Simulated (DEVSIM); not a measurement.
Structure: W/SiON/SiO2/p-Si capacitor, at 300 K.

Layer 1 from the left is SiON, thickness (nm) 5.20. Layer 2 from the left is SiO2, thickness (nm) 1.30. Layer 3 from the left is Si, thickness (nm) 17000, Na (cm⁻³) 1.2e15.

Metal gate on the left, work function 4.6 eV. Fixed charge at the semiconductor interface 1.4e10 cm⁻² (in units of +e); no interface traps.

This is a model device: material constants are rounded textbook-type values typed into the input, and sizes, dopings and lifetimes were drawn at random. Values at 300 K.

SiON: gap (eV) 7, affinity (eV) 1.4, permittivity 5.5. SiO2: gap (eV) 9, affinity (eV) 0.9, permittivity 3.9. Si: gap (eV) 1.124, affinity (eV) 4.05, permittivity 11.7, Nc (cm⁻³) 2.86e19, Nv (cm⁻³) 3.1e19.

Simulated with DEVSIM: 1D Poisson equation in equilibrium, Boltzmann statistics, complete ionisation; no quantum confinement or tunnelling. Metal contacts follow the ideal Schottky-Mott rule: no Fermi-level pinning, no interface dipoles.

Problem. What does the simulation give for the threshold voltage (band bending 2φF), the flat-band voltage?

Solution. threshold voltage (band bending 2φF) 0.31 V; flat-band voltage -0.31 V.
